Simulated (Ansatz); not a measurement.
Band structure of Ti₆O (P-31m, 7 atoms in the cell).

```yaml
crystal:
  lattice:
    - [5.10479, 0.00000, 0.00000]
    - [-2.55240, 4.42088, 0.00000]
    - [0.00000, 0.00000, 4.73055]
  atoms:
    - { symbol: Ti, position: [0.66886, 0.66886, 0.26073] }
    - { symbol: Ti, position: [0.33114, 0.33114, 0.73927] }
    - { symbol: Ti, position: [0.33114, 0.00000, 0.26073] }
    - { symbol: Ti, position: [0.66886, 0.00000, 0.73927] }
    - { symbol: Ti, position: [0.00000, 0.33114, 0.26073] }
    - { symbol: Ti, position: [0.00000, 0.66886, 0.73927] }
    - { symbol: O, position: [0.00000, 0.00000, 0.00000] }
```

Computed with PBEsol, PAW files made with PBE (plane waves; Ansatz, a quantum-chemistry and plane-wave program).

Settings: kpoints.mp_grid.grid = 5 5 5; hamiltonian.xc = pbesol; hamiltonian.pseudopotentials = {kind: paw} (the program's default PAW files); scf.occupations.method = gaussian; scf.occupations.width = 0.05 eV; kpoints.band_path.npoints = 8.

The starting cell comes from a database of computed structures (which also holds hypothetical and non-ambient phases and stackings), without a prior relaxation at this level. Spin polarisation is off, so a magnetic state, if there is one, cannot be reached.

Levels in eV from the Fermi level, bands 36 to 43:
```csv
point,36,37,38,39,40,41,42,43
Γ,-0.97,-0.97,-0.04,0.18,0.18,0.66,0.66,0.88
M,-1.06,-1.06,-0.60,-0.25,0.49,0.67,0.77,0.80
K,-1.30,-0.88,-0.36,-0.36,0.71,0.71,0.77,0.89
A,-0.49,-0.49,-0.41,-0.27,-0.27,0.25,0.25,0.53
L,-0.66,-0.61,-0.47,-0.39,-0.21,0.20,0.61,0.93
H,-0.74,-0.68,-0.68,-0.47,-0.13,0.64,0.64,1.07
```

Bands cross the Fermi level along this path, so the cell is metallic at this level.

Keys are those of Ansatz 0.2.
